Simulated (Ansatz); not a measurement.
Co on the 1x1 (110) surface of bcc W, one in a 2x2 cell, started at the site 'bridge W-W (span 3.2 Å)'

These are PBE (plane waves to 420 eV, PAW; Ansatz, a first-principles code) values and carry that method's errors.

Set-up: 17 atoms, 6.6 Å thick at the start under the adsorbate (thin: gaps and levels are the slab's own); mesh 6x6x1; 0.1 eV smearing; dipole correction on; 8 atoms held, the rest relaxed; symmetry of the start imposed; spin-polarised, no spin-orbit, no U, no dispersion correction. At the end it is bonded to 4 W. In PBE it is, or lies within 0.03 eV of, the lowest of the starts that converged.

* **adsorption energy against an atom of hcp Co, ferromagnetic**: 0.19 eV
* **work function of the top face**: 3.97 eV
* **change of the work function**: -0.85 eV
* **change of the step from the bottom to the top vacuum level, against the clean slab**: -0.82 eV
* **energy released by relaxation**: 1.79 eV
* **height of the binding atom over the mean of the host atoms within 0.3 Å of the top one**: 1.662 Å
* **magnetic moment of the cell**: 0.54 μB
* **nearest host atoms of the binding atom**: W at 2.35 Å, W at 2.35 Å, W at 2.77 Å
* **largest move of a host atom**: 0.06 Å
* **cost**: about 40 core-minutes (a rough figure)

A negative adsorption energy means that the adsorbate is more stable on the surface than in its reference.
